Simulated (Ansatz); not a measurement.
# How the smallest direct gap on the k points sampled of YScO₃ (P6₃cm, No. 185; start mp-769007) moves with the method

No measured value is used here.

```
level (code)     value (eV)
---------------  ----------
LDA (Ansatz)           3.11
PBEsol (Ansatz)        3.18
r²SCAN (Ansatz)        3.69
HSE06 (Ansatz)          [?]
```

Problem. What belongs in the gaps?

Solution. 
- HSE06 (Ansatz, an electronic-structure program), value (eV): 4.88

Computed values are for a static lattice. Levels without +SOC have no spin–orbit coupling; where heavier elements are present it shifts gaps, mostly down, and can invert bands.  Values are at the PBEsol cell. Cutoffs and k meshes differ between the levels. Ansatz's density-functional and Hartree–Fock values are scalar-relativistic unless marked +SOC, with PAW data made under PBE.

A start named mp-… is a Materials Project structure, which can be a computed phase never made.
